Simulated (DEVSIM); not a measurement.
Device: Schottky contact on n-type Si, at 350 K.

| layer (left to right) | material | thickness (μm) | Nd (cm⁻³) | τn (s) | τp (s) |
|---|---|---|---|---|---|
| 1 | Si | 0.410 | 4.7e15 | 2.4e-7 | 2.4e-7 |

Left contact: Schottky, work function 4.53 eV, emission velocity 2.7e6 cm/s. Right contact: ohmic. Voltage is applied to the left contact. Recombination: SRH at mid-gap. Mobility is μmin + (μ − μmin)/(1 + (N/Nref)^α).

The device is made up for the run: typed textbook-type constants, with dimensions and the other settings drawn at random. Values at 300 K; Nc and Nv go as T^1.5, mobilities as T to minus their exponent, the gap by Varshni's rule with the affinity fixed.

| parameter | Si |
|---|---|
| gap (eV) | 1.124 |
| affinity (eV) | 4.05 |
| permittivity | 11.7 |
| Nc (cm⁻³) | 2.86e19 |
| Nv (cm⁻³) | 3.1e19 |
| μn (cm²/Vs) | 1417 |
| μp (cm²/Vs) | 470 |
| μn,min | 52 |
| μp,min | 45 |
| Nref,n | 9.7e16 |
| Nref,p | 2.2e17 |
| αn | 0.68 |
| αp | 0.72 |
| T exponent of μn | 2.3 |
| T exponent of μp | 2.2 |
| Varshni α (eV/K) | 0.000473 |
| Varshni β (K) | 636 |

DEVSIM, 1D drift-diffusion, Boltzmann statistics, complete ionisation; no tunnelling, impact ionisation, image-force lowering or self-heating. Metal contacts follow the ideal Schottky-Mott rule: no Fermi-level pinning, no interface dipoles.

The thickness of layer 1 was swept, all else fixed.

```tsv
thickness of layer 1 (μm)	dark forward voltage at 100 A/cm² (V)	largest field in the device at zero bias (V/cm)
0.082	0.127	28000
0.14	0.130	20000
0.25	0.134	16000
0.41	0.136	16000
0.7	0.141	16000
1.2	0.148	16000
2	0.161	16000
```

From the first row to the last the dark forward voltage at 100 A/cm² goes from 0.127 to 0.161. From the first row to the last the largest field in the device at zero bias goes from 28000 to 16000.
